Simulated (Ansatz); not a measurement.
Base system: an 8-atom supercell of InSb in the zinc blende structure (space group F-43m, No. 216; a = 6.635 Å) at its relaxed geometry.

Calculations: Ansatz (a first-principles code) PBE, no spin-orbit coupling.

For the base:

| Quantity | Result |
|---|---|
| Mean distance from the defect site to its nearest host atoms | 287 pm |
| Pressure | 0.0 GPa |

The change: one In atom is replaced by Sn, atoms relaxed at fixed cell, starting from a slightly rattled geometry.

Tabulated Pauling electronegativity and covalent radius: In 1.78, 1.42 Å; Sn 1.96, 1.39 Å.

### Question
How does this affect the mean distance from the defect site to its nearest host atoms, pressure and largest displacement of a host atom from its site in the perfect cell?

### Answer
The mean distance from the defect site to its nearest host atoms goes up by 3.2 pm (287 pm → 291 pm); the pressure goes from zero to 1.3 GPa; the largest displacement of a host atom from its site in the perfect cell comes out as 0.04 Å.

In so small a cell the defect repeats every few ångströms: this is an ordered compound, not a dilute defect. The final runs are not spin-polarised. The defect cell is not spin-polarised.
